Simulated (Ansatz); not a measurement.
Structure of amorphous Ge$_{28}$Se$_{28}$H$_{2}$ (periodic cell):

```xyz
58
Lattice="11.5987 0.4947 -0.2120 0.4947 11.4227 0.3091 -0.2120 0.3091 11.0586" Properties=species:S:1:pos:R:3 pbc="T T T"
Ge     4.1384     4.2183     4.2154
Ge     0.0810     3.8698     8.0133
Ge     2.3837     2.3611     1.0999
Ge    11.1099     7.1184     6.1240
Ge     6.9605     6.6857     6.5695
Ge     6.9539     8.8755     1.6158
Ge     4.2915     9.4886     3.7344
Ge     1.0697    11.5160     8.4021
Ge     9.6443    10.2802     6.3112
Ge     7.0087     0.6095    10.1526
Ge     7.0143     3.3876     7.4503
Ge    10.1945     5.0124     4.4213
Ge     8.6039     3.8491     0.1991
Ge     3.9349     7.1419     1.2191
Ge     9.5503     8.9304     2.5456
Ge     0.8195     6.2147     2.4943
Ge     8.6309     2.4055     2.3485
Ge     3.7857     8.2582     8.4934
Ge     6.5793     6.6663     3.0488
Ge    10.9005     1.3232    10.2379
Ge     3.6084    10.2286     0.8278
Ge     9.4552     9.5604     8.9818
Ge     0.9956     8.9214     5.0763
Ge     0.4010     1.4366     5.0561
Ge     4.1650     4.8484     9.5540
Ge     5.5805     1.4454     2.3273
Ge     0.5490     7.6791     9.9214
Ge     7.5478    11.4369     6.9270
Se    10.9263    11.3612     4.4902
Se     8.9825     8.2580     5.0608
Se    11.0108     3.2333     2.7659
Se     8.5932     1.1316     8.2599
Se     1.7981     5.5542     0.3834
Se     1.8517     2.1794     8.4105
Se    10.6096     3.8104    10.1880
Se     2.9342    10.2677     5.7174
Se     3.3307     1.8800     3.4451
Se     4.3709     0.9516     0.1256
Se     7.6183     4.9027     4.5184
Se     9.2238     0.4355     0.7527
Se    10.0396     6.5284     1.9243
Se     5.3895     1.7019     6.5122
Se     1.7081     5.1420     4.4376
Se     5.1375     4.9319     1.8846
Se     4.9261     5.0191     7.2113
Se     3.2938    10.5029     9.2244
Se     6.4612     3.2635    10.0787
Se     5.1937     7.1667    10.1689
Se    10.0417     7.0752     8.6501
Se     5.0483     7.2991     4.8735
Se    10.1661     3.1095     6.2236
Se     6.6426    10.5126     3.6013
Se     1.2332     8.5751     2.5921
Se     2.0401     6.6746     8.1541
Se     1.0571     0.1860     1.3413
Se     7.0255     9.4718     8.2912
H      4.6568     8.3634     7.2234
H      8.1773     5.6825    11.0060
```

The numbers are results of PBE-D3(BJ), scalar-relativistic without spin-orbit coupling, PAW (Ansatz default set, large-core Se) (plane waves to 420 eV; Ansatz, a first-principles code), not measurements.

A CHGNet melt-quench gave the starting glass, which DFT then relaxed. The hot cell started wider than the set density and was brought back towards it in steps. It is the lowest in DFT energy of 3 quenches. It is a model cell: composition and starting density were chosen by hand, and all elements were melted together. The geometry includes D3(BJ) dispersion. Its density started from a set value of 4.91 and ended at 4.83 g/cm³. The simulated quench (nominally 250 K/ps over its main leg) is rapid and tends to freeze in more defects than a deposited or slowly cooled glass has. A cell of this size samples the disorder only roughly. Volume and shape were free in the relaxation.

Cut-offs for bonds: Ge-Ge 2.85 Å, Ge-Se 2.92 Å, Ge-H 1.81 Å, Se-Se 2.76 Å, Se-H 1.81 Å, H-H 0.90 Å.

### Question
Give the coordination numbers, mean bond lengths and angles.

### Answer

```json
{
  "Mean coordination of Ge": "3.25 (1 with 2, 19 with 3, 8 with 4)",
  "Mean coordination of Se": "2.75 (8 with 2, 19 with 3, 1 with 4)",
  "Mean coordination of H": "1.00 (2 with 1)",
  "Mean Ge-Se bond": "2.565 Å (spread 0.102 Å, 77 counted)",
  "Mean Ge-Ge bond": "2.672 Å (spread 0.112 Å, 6 counted)",
  "Mean Ge-H bond": "1.552 Å (spread 0.008 Å, 2 counted)",
  "Bond angle at Ge": "mean 99.2°, spread 15.8°",
  "Bond angle at Se": "mean 98.6°, spread 12.8°"
}
```

### Question
List the pairs of like atoms that count as bonded by the rules above.

### Answer
Ge6-Ge19 (2.66 Å), Ge6-Ge15 (2.76 Å), Ge8-Ge20 (2.78 Å), Ge9-Ge28 (2.47 Å), Ge9-Ge22 (2.77 Å), Ge13-Ge17 (2.59 Å).

### Question
What Bader charges do the atoms carry, from a run on one k-point at (1/4, 1/4, 1/4)?

### Answer
Means (range): Ge +0.60 e (+0.20 to +0.97), Se -0.59 e (-0.64 to -0.51), H -0.26 e (-0.28 to -0.24).
| atom | charge (e) |
|---|---|
| Ge1 | +0.69 |
| Ge2 | +0.62 |
| Ge3 | +0.66 |
| Ge4 | +0.54 |
| Ge5 | +0.68 |
| Ge6 | +0.20 |
| Ge7 | +0.60 |
| Ge8 | +0.54 |
| Ge9 | +0.46 |
| Ge10 | +0.64 |
| Ge11 | +0.66 |
| Ge12 | +0.62 |
| Ge13 | +0.68 |
| Ge14 | +0.57 |
| Ge15 | +0.50 |
| Ge16 | +0.86 |
| Ge17 | +0.50 |
| Ge18 | +0.97 |
| Ge19 | +0.55 |
| Ge20 | +0.62 |
| Ge21 | +0.57 |
| Ge22 | +0.49 |
| Ge23 | +0.60 |
| Ge24 | +0.66 |
| Ge25 | +0.67 |
| Ge26 | +0.60 |
| Ge27 | +0.58 |
| Ge28 | +0.61 |
| Se29 | -0.56 |
| Se30 | -0.63 |
| Se31 | -0.56 |
| Se32 | -0.64 |
| Se33 | -0.53 |
| Se34 | -0.62 |
| Se35 | -0.55 |
| Se36 | -0.60 |
| Se37 | -0.61 |
| Se38 | -0.60 |
| Se39 | -0.58 |
| Se40 | -0.59 |
| Se41 | -0.59 |
| Se42 | -0.52 |
| Se43 | -0.59 |
| Se44 | -0.61 |
| Se45 | -0.64 |
| Se46 | -0.51 |
| Se47 | -0.61 |
| Se48 | -0.56 |
| Se49 | -0.63 |
| Se50 | -0.58 |
| Se51 | -0.62 |
| Se52 | -0.61 |
| Se53 | -0.56 |
| Se54 | -0.57 |
| Se55 | -0.56 |
| Se56 | -0.59 |
| H57 | -0.24 |
| H58 | -0.28 |
